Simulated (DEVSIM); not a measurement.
Structure: Al/SiO2/p-InP capacitor, at 300 K.

```tsv
layer (left to right)	material	thickness (nm)	Na (cm⁻³)
1	SiO2	1.10	-
2	InP	9700	4.1e15
```

Metal gate on the left, work function 4.1 eV. Fixed charge at the semiconductor interface -3.8e10 cm⁻² (in units of +e); no interface traps.

The device is made up for the run: typed textbook-type constants, with dimensions and the other settings drawn at random. Values at 300 K.

| parameter | SiO2 | InP |
|---|---|---|
| gap (eV) | 9 | 1.344 |
| affinity (eV) | 0.9 | 4.38 |
| permittivity | 3.9 | 12.5 |
| Nc (cm⁻³) | - | 5.7e17 |
| Nv (cm⁻³) | - | 1.1e19 |

Simulated with DEVSIM: 1D Poisson equation in equilibrium, Boltzmann statistics, complete ionisation; no quantum confinement or tunnelling. Metal contacts follow the ideal Schottky-Mott rule: no Fermi-level pinning, no interface dipoles.

**Question.** Tabulate band edges, carrier densities and field at -0.8 V on the gate.

**Answer.** Energies count from the Fermi level of the right contact; mesh points crowd at the junctions.

| x (μm) | Ec (eV) | Ev (eV) | n (cm⁻³) | p (cm⁻³) | field (V/cm) |
|---|---|---|---|---|---|
| 0.000 | 4.000 | -5.000 | < 1e2 | < 1e2 | 100000 |
| 0.0006074 | 4.006 | -4.994 | < 1e2 | < 1e2 | 100000 |
| 0.001362 | 0.532 | -0.812 | 6.6e8 | 250000 | 26000 |
| 0.003147 | 0.536 | -0.808 | 5.5e8 | 300000 | 26000 |
| 0.009112 | 0.552 | -0.792 | 3.0e8 | 540000 | 26000 |
| 0.01994 | 0.580 | -0.764 | 1.0e8 | 1600000 | 25000 |
| 0.04355 | 0.637 | -0.707 | 1.1e7 | 1.5e7 | 24000 |
| 0.1246 | 0.811 | -0.533 | 14000 | 1.2e10 | 19000 |
| 0.2718 | 1.026 | -0.318 | < 1e2 | 5.0e13 | 10000 |
| 0.5928 | 1.138 | -0.206 | < 1e2 | 3.8e15 | 270 |
| 1.337 | 1.140 | -0.204 | < 1e2 | 4.1e15 | ≈ 0 |
| 3.824 | 1.140 | -0.204 | < 1e2 | 4.1e15 | ≈ 0 |
| 6.785 | 1.140 | -0.204 | < 1e2 | 4.1e15 | ≈ 0 |
| 8.364 | 1.140 | -0.204 | < 1e2 | 4.1e15 | ≈ 0 |
| 9.234 | 1.140 | -0.204 | < 1e2 | 4.1e15 | ≈ 0 |
| 9.488 | 1.140 | -0.204 | < 1e2 | 4.1e15 | ≈ 0 |
| 9.604 | 1.140 | -0.204 | < 1e2 | 4.1e15 | ≈ 0 |
| 9.659 | 1.140 | -0.204 | < 1e2 | 4.1e15 | ≈ 0 |
| 9.687 | 1.140 | -0.204 | < 1e2 | 4.1e15 | ≈ 0 |
| 9.695 | 1.140 | -0.204 | < 1e2 | 4.1e15 | ≈ 0 |
| 9.699 | 1.140 | -0.204 | < 1e2 | 4.1e15 | ≈ 0 |
| 9.701 | 1.140 | -0.204 | < 1e2 | 4.1e15 | ≈ 0 |
